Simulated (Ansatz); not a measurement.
A constructed model of the (0001) surface of hcp Co, ferromagnetic, p(2x2) surface alloy, Ge on one Co site of the top plane (bottom of the slab: a bare face, its two planes held)

All values below come from PBE (plane waves to 420 eV, PAW; Ansatz, a quantum-chemistry and plane-wave program).

Model: 24-atom slab, 10.1 Å thick at the start (thin: gaps and levels are the slab's own), 9x9x1 mesh, Fermi-Dirac 0.1 eV, dipole correction, 8 atoms held, the rest relaxed; symmetry of the start imposed; spin-polarised, ending with about 37.2 μB a cell; orders that need a larger cell were not tried, no spin-orbit, no U. It is one candidate, not shown to be the stable structure of the face.

```yaml
work_function_of_the_top_face: 4.67 eV
energy_released_by_relaxation: 0.14 eV
magnetic_moment_of_the_cell: 37.21 μB
cost: very roughly 15 core-minutes
```
